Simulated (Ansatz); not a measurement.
## TiN: tensor shear ε_xz = +1.63 %

Take TiN in the rock salt structure (space group Fm-3m, No. 225; a = 4.2331 Å; relaxed with 0.1 eV smearing) as the base. Axes: x, y, z lie along the cube axes.

Perturbation: a pure shear with ε_xz = ε_zx = 0.0163; the atoms relax in the strained cell.

All numbers come from Ansatz (a quantum-chemistry and plane-wave program) r2SCAN, without spin-orbit coupling. Γ-centred 23×23×23 mesh, Fermi–Dirac width 0.1 eV.

| quantity | base | changed | shift |
|---|---|---|---|
| volume per atom | 9.48 Å³ | 9.48 Å³ | 0.00 Å³ |
| space group | Fm-3m (No. 225) | Immm (No. 71) | – |
| shortest interatomic distance | 2.117 Å | 2.117 Å | 0.000 Å |
| energy relative to the base (free energy F) | 0 meV/atom | +5.7 meV/atom | +5.7 meV/atom |
| pressure (mean of the normal stresses, compression positive) | 0.0 GPa | 0.1 GPa | +0.1 GPa |
| band gap | zero | zero | – |
| stress (xx, yy, zz, yz, xz, xy; compression positive) | – | (0.2, -0.1, 0.2, 0.0, -5.9, 0.0) GPa | – |

Final structure:

```
TiN
1.0
    0.03450     2.11655     2.11655
    2.15105     0.00000     2.15105
    2.11655     2.11655     0.03450
N Ti
1 1
Direct
  0.00000   0.00000   0.00000
  0.50000   0.50000   0.50000
```

Whether these cells are dynamically stable was not tested. All final runs are without spin polarisation. An odd electron count without spin: TiN.
